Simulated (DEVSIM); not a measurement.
Structure: Ti/SiON/p-GaAs capacitor, at 400 K.

| layer (left to right) | material | thickness (nm) | Na (cm⁻³) |
|---|---|---|---|
| 1 | SiON | 6.70 | - |
| 2 | GaAs | 8600 | 5.6e15 |

Metal gate on the left, work function 4.33 eV. Fixed charge at the semiconductor interface 1.8e10 cm⁻² (in units of +e); no interface traps.

The device is made up for the run: typed textbook-type constants, with dimensions and the other settings drawn at random. Values at 300 K; Nc and Nv go as T^1.5, mobilities as T to minus their exponent, the gap by Varshni's rule with the affinity fixed.

```csv
parameter,SiON,GaAs
gap (eV),7,1.424
affinity (eV),1.4,4.07
permittivity,5.5,12.9
Nc (cm⁻³),-,4.7e17
Nv (cm⁻³),-,9e18
Varshni α (eV/K),-,0.000541
Varshni β (K),-,204
```

Simulated with DEVSIM: 1D Poisson equation in equilibrium, Boltzmann statistics, complete ionisation; no quantum confinement or tunnelling. Metal contacts follow the ideal Schottky-Mott rule: no Fermi-level pinning, no interface dipoles.

The temperature was swept, all else fixed.

```
temperature (K)  threshold voltage (band bending 2φF) (V)  flat-band voltage (V)  minimum of the low-frequency capacitance (μF/cm²)
---------------  ----------------------------------------  ---------------------  -------------------------------------------------
250                                                  0.24                  -1.04                                             0.0215
300                                                  0.21                  -0.98                                             0.0225
350                                                  0.18                  -0.92                                             0.0241
400                                                  0.15                  -0.85                                             0.0254
450                                                  0.12                  -0.79                                             0.0275
500                                                   [?]                  -0.72                                                [?]
```

Fill in the missing entries.


- 500, threshold voltage (band bending 2φF) (V): 0.09
- 500, minimum of the low-frequency capacitance (μF/cm²): 0.0302
